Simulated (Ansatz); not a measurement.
Electron-phonon data for Mo3Si (Pm-3n)

Given:

```xyz
8
Lattice="4.8597 0.0000 0.0000 0.0000 4.8597 0.0000 0.0000 0.0000 4.8597" Properties=species:S:1:pos:R:3 pbc="T T T"
Si     2.4298     2.4298     2.4298
Si     0.0000     0.0000     0.0000
Mo     0.0000     2.4298     1.2149
Mo     0.0000     2.4298     3.6447
Mo     1.2149     0.0000     2.4298
Mo     3.6447     0.0000     2.4298
Mo     2.4298     1.2149     0.0000
Mo     2.4298     3.6447     0.0000
```

The numbers are results of PBEsol, DFPT electron-phonon coupling, linearised Boltzmann equation (plane waves, PAW, scalar-relativistic; Ansatz, a first-principles code), not measurements. How the cell was made: relaxed with this functional, without spin-orbit coupling.

```yaml
resistivity at 300 K: 13.7 μΩ·cm
resistivity at 77 K: 1.06 μΩ·cm
electron mean free path at 300 K (weighted by the current that each state carries): 7.6 nm
electron-phonon coupling λ: 0.41
transport coupling λ_tr: 0.39
logarithmic_mean_phonon_energy: 25 meV
density of states at the Fermi level: 1.77 states/(eV·spin·cell)
drude_plasma_energy: 5.6 eV
Hall coefficient at 300 K: 6.3 ×10⁻¹¹ m³/C
```

A metal at this level (no band gap). Only scattering by harmonic phonons is included (no impurities, grain boundaries, electron-electron scattering or thermal expansion). Spin-orbit coupling is left out. Halving the electron mesh (20x20x20) moves the resistivity by up to 9 % at 300 K, the mean free path by up to 4 %, the coupling by up to 4 %. Smearing 0.20 eV; phonons on a 3x3x3 q mesh, which this run doesn't test and which matters most at low temperature.

Formula and space group known from diffraction (Crystallography Open Database), not checked to be the room-temperature form: Mo3Si (Pm-3n).
